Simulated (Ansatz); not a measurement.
**LaC2, response to strain**

The parent structure is LaC₂ (space group I4/mmm, No. 139; a = 3.892 Å, c = 6.531 Å; relaxed with 0.1 eV smearing). Axes: x, y, z lie along a, b, c of the conventional cell.

Strains are applied to the cell and any free atomic positions relax; under biaxial strain the out-of-plane vector relaxes too.

Computed with plane-wave PAW DFT at the PBEsol level (Ansatz, a first-principles code, 420 eV), scalar-relativistic without spin-orbit coupling.

Candidates:
(a) isotropic strain +0.63 %
(b) uniaxial strain ε_zz = +0.40 %
(c) biaxial strain +2.78 %, plane normal [001], relaxed out of plane
(d) tensor shear ε_yz = +3.48 %
(e) isotropic strain +3.57 %

Notes on the quantities. energy relative to the base: free energy F.

Question: Order them by energy relative to the base, highest first.

Answer: (e) isotropic strain +3.57 % (+54 meV/atom), (c) biaxial strain +2.78 %, plane normal [001], relaxed out of plane (+17 meV/atom), (d) tensor shear ε_yz = +3.48 % (+2.8 meV/atom), (a) isotropic strain +0.63 % (+1.9 meV/atom), (b) uniaxial strain ε_zz = +0.40 % (+0.3 meV/atom)

No phonon test of stability was made. All final runs are without spin polarisation. An odd electron count without spin: LaC2.
